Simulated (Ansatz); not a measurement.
The starting structures come from a database of crystals and need not be the phases stable at ambient conditions.

 Where the default PAW files enter, the runs use the earlier of Ansatz's two default sets.

Given:

```
AlGaAs2
1.0
    4.01132     0.00000     0.00000
    2.00566     6.64751     0.00000
    2.00566     0.60514     3.42079
Al Ga As
1 1 2
Direct
  0.99976   0.00072   0.99976
  0.50014   0.49959   0.50014
  0.12484   0.62547   0.12484
  0.62528   0.12417   0.62528
```

Space group of this cell: R3m. The cell is taken as given.

All values below come from r2SCAN (plane waves, PAW; Ansatz, an electronic-structure program).

The current runs along the normal of the first two printed vectors; no spin-orbit coupling. Scaled by the factor s: the length along the current (ions clamped). Meshes 10×10×10 and 8×6 across the current in all rows.

| s | mean pressure (GPa) | slowest mid-gap decay constant κ (1/Å) |
|---|---|---|
| 0.97 | 2.5 | 0.091 |
| 1.00 | 0.0 | 0.081 |
| 1.03 | -2.0 | ? |

**Question.** Take the slope of the slowest mid-gap decay constant κ against ln s from the two given rows, extrapolate to s = 1.03, and say what the run there gives.

**Answer.** Slope = (0.091 − 0.081) / ln 0.97 = -0.328 1/Å. The line gives 0.081 + (-0.328) × ln 1.03 = 0.071 1/Å. The run gives 0.071 1/Å, as the line does.
